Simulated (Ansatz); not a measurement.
Results of r²SCAN+rVV10 in Ansatz (PAW) for CsGeBr3 (Pm-3m, No. 221, 5 atoms in the cell; start mp-570223; high-temperature phase).

Numerical settings: plane-wave cutoff 560 eV, 6×6×6 k mesh, Fermi–Dirac smearing 0.01 eV, scalar-relativistic PAW data made under PBE.

Cell (relaxed at this level):

```cif
data_Br3CsGe
_chemical_formula_sum 'Cs1 Ge1 Br3'
_space_group_name_H-M_alt 'Pm-3m'
_space_group_IT_number 221
_space_group_name_Hall '-P 4 2 3'
_cell_length_a 5.49357
_cell_length_b 5.49357
_cell_length_c 5.49357
_cell_angle_alpha 90.000
_cell_angle_beta 90.000
_cell_angle_gamma 90.000
loop_
_atom_site_label
_atom_site_type_symbol
_atom_site_symmetry_multiplicity
_atom_site_Wyckoff_symbol
_atom_site_fract_x
_atom_site_fract_y
_atom_site_fract_z
_atom_site_occupancy
Cs1 Cs 1 a 0.00000 0.00000 0.00000 1
Ge1 Ge 1 b 0.50000 0.50000 0.50000 1
Br1 Br 3 c 0.00000 0.50000 0.50000 1
```

Problem. Give the computed band gap and Γ–Γ gap.

Solution. 
* **band gap**: 0.56 eV (on the SCF k mesh)
* **Γ–Γ gap**: 6.07 eV

Note: the relaxation could not lower the start's symmetry, so the cell can be a saddle point above a distorted one.

Spin–orbit coupling is not included.

Computed values are for the static lattice.

A start named mp-… is a Materials Project structure, which need not be a measured phase.

Ansatz is an electronic-structure program.
